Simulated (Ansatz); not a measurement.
Take Be in the hcp (Mg type) structure (space group P6_3/mmc, No. 194) as the base.

```xyz
2
Lattice="2.2637 0.0000 0.0000 -1.1318 1.9604 0.0000 0.0000 0.0000 3.5639" Properties=species:S:1:pos:R:3 pbc="T T T"
Be     0.0000     1.3069     2.6729
Be     1.1318     0.6535     0.8910
```

Cartesian axes are those of the cell as printed.

Method: plane-wave PAW DFT at the r2SCAN level (Ansatz, a quantum-chemistry and plane-wave program, 500 eV), no SOC.

Free-standing slabs (1 atom(s) a layer) normal to the z axis with 15 Å of vacuum; in-plane cell held at bulk.

One change was made to it. Results:

The excess energy per area of both faces (slab less bulk energy over the cell's area: twice a surface energy) is 3.7 J/m² (uncertain by up to 0.2 J/m²); the shortest interatomic distance increases by 0.025 Å (2.210 Å → 2.235 Å).

### Question
Which of these changes matches the shifts?
(A) 2 layers
(B) 3 layers
(C) 7 layers
(D) 5 layers

### Answer
D, 5 layers. For comparison, the shortest interatomic distance in the other runs: 7 layers gives 2.224 Å; 2 layers gives 2.264 Å; 3 layers gives 2.264 Å.

The excess energy carries the mismatch between the slab's and the bulk's meshes. Stability against distortions was not tested.
